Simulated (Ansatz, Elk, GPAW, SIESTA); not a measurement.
## LiCuS₂ (Pnnm, 8 atoms in the cell) computed with different codes at matched settings

Self-consistent single point.

```yaml
crystal:
  lattice:
    - [5.96554, 0.00000, 0.00000]
    - [0.00000, 6.65461, 0.00000]
    - [0.00000, 0.00000, 3.37499]
  atoms:
    - { symbol: Li, position: [0.00000, 0.50000, 0.50000] }
    - { symbol: Li, position: [0.50000, 0.00000, 0.00000] }
    - { symbol: Cu, position: [0.00000, 0.00000, 0.00000] }
    - { symbol: Cu, position: [0.50000, 0.50000, 0.50000] }
    - { symbol: S, position: [0.18406, 0.85406, 0.50000] }
    - { symbol: S, position: [0.81594, 0.14594, 0.50000] }
    - { symbol: S, position: [0.68406, 0.64594, 0.00000] }
    - { symbol: S, position: [0.31594, 0.35406, 0.00000] }
```

Shared settings, as Ansatz (a program for electronic structure) writes them: kpoints.mp_grid.grid = 3 3 5; scf.occupations.method = fixed. Potentials and cutoffs stand in the table.

```json
[
 {"code": "SIESTA", "model": "GGA PBEsol+U, numerical atomic orbitals DZP, PseudoDojo PBEsol standard norm-conserving potentials (rewritten from UPF to PSML)", "pressure (GPa)": "-1.87", "largest force (eV/Å)": "0.182", "gap on the mesh (eV)": "0.480", "cutoff": "grid 300 Ry"},
 {"code": "Ansatz", "model": "PBEsol+U, PAW files made with PBE", "pressure (GPa)": "-2.36", "largest force (eV/Å)": "0.219", "gap on the mesh (eV)": "0.436", "cutoff": "30.9 Ry"},
 {"code": "Elk", "model": "PBEsol+U, all-electron FP-LAPW, Elk's shipped species files, APW+lo basis with extra local orbitals", "pressure (GPa)": "–", "largest force (eV/Å)": "–", "gap on the mesh (eV)": "0.437", "cutoff": "rgkmax 7.5"},
 {"code": "GPAW", "model": "PBEsol+U, GPAW PAW datasets PBEsol (made by gpaw-setup)", "pressure (GPa)": "-2.40", "largest force (eV/Å)": "0.125", "gap on the mesh (eV)": "0.466", "cutoff": "800 eV"}
]
```

Hubbard term: [{species: Cu, l: d, u_eff: 6.0}] eV.

A dash marks a value that a program does not give, or that is left out as unsure.

Gaps are read on the mesh.

On Ansatz's run: spin polarisation is off. The U value is a test value, and with U on an open shell several self-consistent states can exist.

The spread over the programs that give each value: pressure within 0.53 GPa; largest force within 0.094 eV/Å; gap on the mesh within 0.044 eV.

SIESTA uses small atom-centred bases, whose incompleteness enters pressures, forces and empty levels differently from a plane-wave cutoff. Elk treats all electrons, but the usual bases taken here (sphere radii, linearisation, local orbitals, empty states) were not tested for convergence, so the values are no reference for the others. Ansatz's pressure is given at a fixed set of plane waves, as the other plane-wave codes print theirs; with its correction for the finite basis it is -2.33 GPa. The same U acts on different projectors in each program, which moves gaps, moments and pressures. In the force vectors, SIESTA (by 0.351) lies more than 0.08 eV/Å from the median of the plane-wave programs.

The starting cell comes from a database of computed structures (which also holds hypothetical and non-ambient phases and stackings), without a prior relaxation at this level.

Keys are those of Ansatz 0.2.
